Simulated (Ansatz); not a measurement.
The starting structures come from a database of crystals and need not be the phases stable at ambient conditions.

Given:

```yaml
crystal:
  lattice:
    - [5.41965, 0.00000, 0.00000]
    - [0.00000, 5.44666, 0.00000]
    - [2.70982, 0.00000, 2.70982]
  atoms:
    - { symbol: Y, position: [0.50000, 0.71148, 0.50000] }
    - { symbol: Y, position: [0.00000, 0.28852, 0.50000] }
    - { symbol: O, position: [0.00000, 0.50000, 0.00000] }
    - { symbol: O, position: [0.50000, 0.50000, 0.00000] }
    - { symbol: F, position: [0.50000, 0.00000, 0.00000] }
    - { symbol: F, position: [0.00000, 0.00000, 0.00000] }
```

Space group of this cell: P4/nmm. The cell is taken as given; by PBEsol its mean pressure is -2.3 GPa.

Transport runs along the normal of the first two printed cell vectors, the (110) plane of the conventional cell.

No gap correction and no spin-orbit coupling; mid-gap values are interpolated between computed energies.

Compute, with PBEsol (Ansatz, a first-principles code), the band gap and the smallest decay constant κ at mid-gap.

Gap 4.93 eV on a 12×6×12 mesh; κ = 0.368 1/Å, at the zone centre.
